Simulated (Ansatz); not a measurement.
An Ansatz (a first-principles code) input (Ansatz, r2SCAN, PAW, cutoff 500 eV, no spin-orbit coupling):

Ansatz 0.2 input:
```yaml
crystal:
  lattice:
    - [-2.998109308, 2.998109308, 5.9884110176]
    - [2.998109308, -2.998109308, 5.9884110176]
    - [2.998109308, 2.998109308, -5.9884110176]
  atoms:
    - { symbol: As, position: [0.6433116374, 0.1173136242, 0] }
    - { symbol: As, position: [0.1173136242, 0.6433116374, 0] }
    - { symbol: As, position: [0.3566883626, 0.3566883626, 0.4740019868] }
    - { symbol: As, position: [0.8826863758, 0.8826863758, 0.5259980132] }
    - { symbol: Al, position: [0, 0, 0] }
    - { symbol: In, position: [0.5, 0.5, 0] }
    - { symbol: In, position: [0.75, 0.25, 0.5] }
    - { symbol: In, position: [0.25, 0.75, 0.5] }
basis: { ecutwfc: 500, ecutrho_ratio: 4, xc_grid: 4, fft_grid_basis: typed }
kpoints: { mp_grid: { grid: [8, 8, 8] } }
hamiltonian:
  xc: r2scan
  dispersion: none
  pseudopotentials: { kind: paw }
scf: { occupations: { method: fermi_dirac, width: 0.05 }, convergence: { dr2_threshold: 0.0000000008 } }
output: { forces: true, stress: true }
checkpoint: { write: state.ck, write_every: 1000 }
```

Q: Which symmetry and how many k-points will the program report, and about how many plane waves at Γ?

A: Space group I-42m (ITA 121) with 8 operations, k-points 59 of 512, and 5485 plane waves at Γ.

These are small ordered cells, not random alloys; other orderings at the same x differ. Stability against distortions was not tested. The cell was made from InAs by this change: x(Al) = 0.25, 8 atoms, I-42m.
